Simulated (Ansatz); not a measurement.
The starting structures come from a database of crystals and need not be the phases stable at ambient conditions.

 Where the default PAW files enter, the runs use the earlier of Ansatz's two default sets.

The decay constant κ of evanescent states in the gap governs leakage through a thin film.

Given:

```
CaH2O2
1.0
    3.58630     0.00000     0.00000
   -1.79315     3.10583     0.00000
    0.00000     0.00000     4.77477
Ca H O
1 2 2
Direct
  0.00000   0.00000   0.00000
  0.66667   0.33333   0.55696
  0.33333   0.66667   0.44304
  0.66667   0.33333   0.76035
  0.33333   0.66667   0.23965
```

Space group of this cell: P-3m1. The cell was relaxed by PBE-D3(BJ); by PBEsol its mean pressure is -0.8 GPa.

Transport runs along the normal of the first two printed cell vectors, the (001) plane of the conventional cell.

The gap is the functional's own. No spin-orbit coupling. Mid-gap values are interpolated on the energy grid.

Task: Predict the band gap and the smallest decay constant κ at mid-gap from PBEsol in Ansatz (a first-principles code).

Result: Gap 4.15 eV on a 12×12×6 mesh; κ = 0.464 1/Å, at the zone centre.
